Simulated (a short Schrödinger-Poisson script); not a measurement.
System: MOS inversion layer, SiO2 on p-type Si(111), at 300 K.

| layer | material | thickness (nm) | Na (cm⁻³) |
|---|---|---|---|
| 1 | SiO2 | 0.8 | - |
| 2 | Si | 1800 | 5.6e16 |

The device is made up for the run: typed textbook-type constants, with dimensions and the other settings drawn at random. SiO2: permittivity 3.9, conduction-band edge (eV) 3.15, gap (eV) 9, electron mass (mₑ) 0.5. Si: permittivity 11.7, conduction-band edge (eV) 0, gap (eV) 1.124, Nv at 300 K (cm⁻³) 3.1e19.

Channel valleys (confinement mass, in-plane density-of-states mass, number): Δ6 0.258, 0.358, 6. At the gate the conduction-band edge of layer 1 lies 3.28 eV − eVg above the Fermi level of the channel; the field vanishes at the back. Gaps are held at their typed values at every temperature. Mesh 0.03 nm at interfaces.

Solved with a short Schrödinger-Poisson script written for these runs: 1D Poisson equation in equilibrium, electrons classical, Fermi-Dirac, parabolic valleys, classical holes, full ionisation, no traps, pinning or gate leakage.

The same stack at other levels of the model or other numerical settings:

| run | sheet density of all electrons at Vg = 0.85 V (cm⁻²) | sheet density of all electrons at Vg = 0.25 V (cm⁻²) | capacitance at Vg = 0.85 V (μF/cm²) | centroid of the channel electrons at Vg = 0.85 V (nm) | rough cost against the base |
|---|---|---|---|---|---|
| base | 1.46e13 | 2.31e12 | 3.49 | 0.78 | about 1 |
| electrons treated as classical, Boltzmann | 1.61e13 | 2.39e12 | 3.96 | 0.52 | 0.2 |
| electrons treated as quantum, Hartree | 1.11e13 | 1.47e12 | 2.94 | 1.79 | 5 |
| mesh six times as coarse | 1.42e13 | 2.25e12 | 3.39 | 0.87 | 0.3 |

The classical rows ignore confinement, and Boltzmann statistics overrate the density once the band edge passes the Fermi level.
